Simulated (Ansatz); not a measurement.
Bi2SO2 (Pnnm, No. 58, 10 atoms in the cell; start mp-27891)

Computed with LDA in Ansatz (plane waves, PAW).

Settings: plane-wave cutoff 520 eV, 10×4×10 k mesh (along the axes of the cell as run), Fermi–Dirac smearing 0.01 eV, scalar-relativistic PAW data made under PBE.

Cell (relaxed with PBEsol):

```cif
data_Bi4O4S2
_chemical_formula_sum 'Bi4 S2 O4'
_space_group_name_H-M_alt 'P 1'
_space_group_IT_number 1
_cell_length_a 3.82063
_cell_length_b 11.90857
_cell_length_c 3.81868
_cell_angle_alpha 90.000
_cell_angle_beta 90.000
_cell_angle_gamma 90.000
loop_
_space_group_symop_operation_xyz
  'x, y, z'
loop_
_atom_site_label
_atom_site_type_symbol
_atom_site_fract_x
_atom_site_fract_y
_atom_site_fract_z
_atom_site_occupancy
Bi1 Bi 0.48024 0.85771 0.50000 1
Bi2 Bi 0.51976 0.14229 0.50000 1
Bi3 Bi 0.98024 0.64229 0.00000 1
Bi4 Bi 0.01976 0.35771 0.00000 1
S1 S 0.00000 0.00000 0.00000 1
S2 S 0.50000 0.50000 0.50000 1
O1 O 0.48557 0.74995 0.00000 1
O2 O 0.51443 0.25005 0.00000 1
O3 O 0.98557 0.75005 0.50000 1
O4 O 0.01443 0.24995 0.50000 1
```

For Bi2SO2 (Pnnm, No. 58, 10 atoms in the cell; start mp-27891), the band gap is 0.76 eV and the smallest direct gap on the k points sampled comes out as 1.07 eV.

Note: cell and atoms aren't relaxed at this level (largest force component 0.25 eV/Å, pressure -2.9 GPa).

Spin–orbit coupling is not included; with these elements it can move the gap by several tenths of an eV or more.

Static lattice: no zero-point or thermal effects.

The result took about 2.4 core-minutes (a rough figure).

A start named mp-… is a Materials Project structure, which need not be a measured phase.

Ansatz is an electronic-structure program.
